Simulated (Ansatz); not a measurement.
The reference is Zr in the hcp (Mg type) structure (space group P6_3/mmc, No. 194; relaxed with 0.1 eV smearing).

```
Zr
1.0
    3.24432     0.00000     0.00000
   -1.62216     2.80966     0.00000
    0.00000     0.00000     5.15800
Zr
2
Direct
  0.66667   0.33333   0.75000
  0.33333   0.66667   0.25000
```

Cartesian axes are those of the cell as printed.

Calculations: Ansatz (a quantum-chemistry and plane-wave program), r2SCAN, PAW, cutoff 500 eV, without spin-orbit coupling.

Before the change:

| Quantity | Value |
|---|---|
| Shortest interatomic distance | 3.187 Å |

It is then changed as follows: the cell is compressed by 1.00 % along z with no lateral relaxation, atoms relaxed at fixed cell.

### Question
How does this affect the energy relative to the base, stress and shortest interatomic distance?

### Answer
The energy grows by 1.3 meV/atom; the stress (xx, yy, zz, yz, xz, xy; compression positive) amounts to (0.7, 0.7, 1.7, 0.0, 0.0, 0.0) GPa; the shortest interatomic distance drops by 0.0208 Å (3.187 Å → 3.167 Å).

The cells carry an imposed strain or load. No phonon test of stability was made. The final runs are not spin-polarised.
